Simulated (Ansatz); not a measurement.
A hypothetical phase is included: elements placed on a structure type, which no database files for this compound.

By PBEsol, the system below comes out a metal.

The ballistic (Sharvin) conductance counts the channels at the Fermi level: G/A = (e²/h) × channels of both spins per area.

Here is the system:

```
Au
1.0
    4.29559     0.00000     0.00000
    0.00000     6.07488     0.00000
    2.14780     3.03744     2.14780
Au
2
Direct
  0.50000   0.75000   0.00000
  0.00000   0.50000   0.00000
```

The cell was relaxed by PBE-D3(BJ); by PBEsol it stands under a pressure of -1.6 GPa.

The current flows along the normal of the first two printed cell vectors, the (110) plane of the conventional cell. No spin-orbit coupling; the value is a mean over 0.1 eV about the Fermi level.

### Question
Estimate the ballistic conductance per area that PBEsol run with Ansatz (a program for electronic structure) returns for this system.

### Answer
0.41 × 10¹⁵ S/m² for both spins.
